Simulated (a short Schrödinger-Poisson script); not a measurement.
## Gated Al0.33Ga0.67As/GaAs modulation-doped gas in a quantum well

Stack: gated Al0.33Ga0.67As/GaAs modulation-doped gas in a quantum well, at 300 K.

| layer | material | thickness (nm) | Nd (cm⁻³) | Na (cm⁻³) |
|---|---|---|---|---|
| 1 | Al0.33Ga0.67As | 8 | - | - |
| 2 | Al0.33Ga0.67As | 10 | 1.8e18 | - |
| 3 | Al0.33Ga0.67As | 2 | - | - |
| 4 | GaAs | 20 | - | - |
| 5 | Al0.33Ga0.67As | 4000 | - | 1e15 |

Constants are typed, rounded textbook-type inputs, not results; the design itself was drawn at random and stands for no fabricated device. Al0.33Ga0.67As: permittivity 11.96, conduction-band edge (eV) 0.261, gap (eV) 1.836, electron mass (mₑ) 0.0944, Nv at 300 K (cm⁻³) 9e18. GaAs: permittivity 12.9, conduction-band edge (eV) 0, gap (eV) 1.424, Nv at 300 K (cm⁻³) 9e18.

Channel valleys (confinement mass, in-plane density-of-states mass, number): Γ 0.067, 0.067, 1. At the gate the conduction-band edge of layer 1 lies 1.01 eV − eVg above the Fermi level of the channel; the field vanishes at the back. Donor level 0.006 eV below the band edge. The barrier under the gate holds no holes. Gaps are held at their typed values at every temperature. Mesh 0.08 nm at interfaces.

From a short Schrödinger-Poisson script (our own, NumPy): 1D Poisson equation in equilibrium, electrons quantum, Hartree (BenDaniel-Duke, 40 states a valley, the channel's in-plane mass for all, wave functions free to enter the barrier), parabolic valleys, classical holes, donors ionised by Fermi statistics, acceptors fully, no traps, pinning or gate leakage.

| Vg (V) | electrons (cm⁻²) | in the channel layer | C (μF/cm²) | Γ E0 (meV) | Γ E1 (meV) |
|---|---|---|---|---|---|
| 0.5 | 2.05e11 | 2.02e11 | 0.317 | 37.1 | 71.9 |
| 0.4 | 4.68e10 | 4.62e10 | 0.173 | 77.5 | 110.5 |
| 0.3 | 2.07e9 | 2.04e9 | 0.0205 | 158.7 | 191.3 |
| 0.2 | 4.86e7 | 4.80e7 | 0.00899 | 255.7 | 288.1 |
| 0.1 | 1.11e6 | 1.10e6 | 0.00912 | 353.4 | 385.6 |

Gate voltages with under 1e6 electrons/cm² are left out.

Subbands count from the Fermi level.
